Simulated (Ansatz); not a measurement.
# silicon: the defect Si vacancy + Ni on the Si site

All values below come from PBE, PAW (plane waves to 420 eV; Ansatz, a quantum-chemistry and plane-wave program). The supercell holds 64 host sites (2×2×2 repeats of the unit cell), with a 2×2×2 shifted k-point sampling for the final energies. Sites at the start: the Si site; Si 2.37 Å away. Finite-size correction: monopole term and site-potential alignment. Dielectric constants: PBE linear response of the host. Host gap at this level: 0.61 eV. These values are not converged in cell size to better than tenths of an eV. The semilocal functional narrows the gap, so deep levels can fall outside it. Spin–orbit coupling is left out, and no Hubbard U is applied to the open shells. Each state is the lowest found from its start.

Formation energies E_f are given with the Fermi level at the valence-band maximum. Chemical conditions: impurity bounded by its compound with the host (Δμ(Si) = 0.00 eV, Δμ(Ni) = -1.06 eV, bounded by fluorite-type NiSi2; only phases computed here count, gases as isolated molecules at 0 K). Reference phases: Ni: fcc Ni, ferromagnetic, Si: silicon.

| charge | moment (μB) | point group | largest move off a lattice site (Å) | image correction with alignment (eV) | E_f, impurity bounded by its compound with the host (eV) | above the lowest spin state (eV) |
|---|---|---|---|---|---|---|
| +1† | quenched | – | 1.18 | -0.14 | – | 0.00 |
| +1† | quenched | – | 1.18 | -0.14 | – | 0.00 |
| 0† | not spin-polarised | – | 1.18 | 0.00 | 4.62 | 0.00 |
| 0† | 0.0 | – | 1.18 | 0.00 | 4.62 | 0.00 |
| −1† | quenched | – | 1.18 | 0.30 | – | 0.00 |
| −1† | quenched | – | 1.18 | 0.30 | – | 0.00 |
| −2 | 0.0 | D3d | 1.18 | 0.79 | 4.84 | 0.00 |
| −2 | not spin-polarised | D3d | 1.18 | 0.79 | 4.84 | 0.00 |

† Not settled in this cell, so no level is given: charge +1: a level filled in part, carriers not clearly localised, level within 0.1 eV of a band edge or past it; charge 0: a level filled in part, carriers not clearly localised, level within 0.1 eV of a band edge or past it; charge −1: a level filled in part, carriers not clearly localised.

Point groups are those of the whole cell at tolerances of 0.03 and 0.1 Å ("near" where only the looser one holds); none is given for unsettled states.

Starting moments that weren't kept: charge +1 began with 5 μB and ended with 0.0; charge +1 began with 1 μB and ended with 0.0; charge 0 began with 4 μB and ended with 0.0; charge −1 began with 3 μB and ended with 0.0; charge −1 began with 1 μB and ended with 0.0; charge −2 began with 2 μB and ended with 0.0.

Flagged in the runs: a doubtful potential alignment, a strain field that reaches the edge of the cell.

All states together cost about 4 core-hours (a rough figure).
